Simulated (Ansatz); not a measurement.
SnC (model structure, started from the zincblende type, F-43m, No. 216, 2 atoms in the cell) was calculated with LDA (Ansatz, a first-principles code, PAW).

Numerical settings: plane-wave cutoff 520 eV, 12×12×12 k mesh, Fermi–Dirac smearing 0.01 eV, scalar-relativistic PAW data made under PBE.

Cell (relaxed with PBEsol):

```xyz
2
Lattice="0.0000 2.5170 2.5170 2.5170 0.0000 2.5170 2.5170 2.5170 0.0000" Properties=species:S:1:pos:R:3 pbc="T T T"
C      3.7755     3.7755     3.7755
Sn     0.0000     0.0000     0.0000
```

**Question.** Estimate the band gap that the calculation returns.

**Answer.** 
* **band gap**: 0.82 eV

Note: the relaxation could raise the start's symmetry but not lower it, so the cell can be a saddle point; cell and atoms aren't relaxed at this level (pressure -3.2 GPa).

Spin–orbit coupling is not included.

It cost very roughly 8 core-seconds of CPU time.

A model structure was made by putting elements into a prototype or built by hand; it is no filed structure, need not be a known phase, and can be a saddle point held by its symmetry.
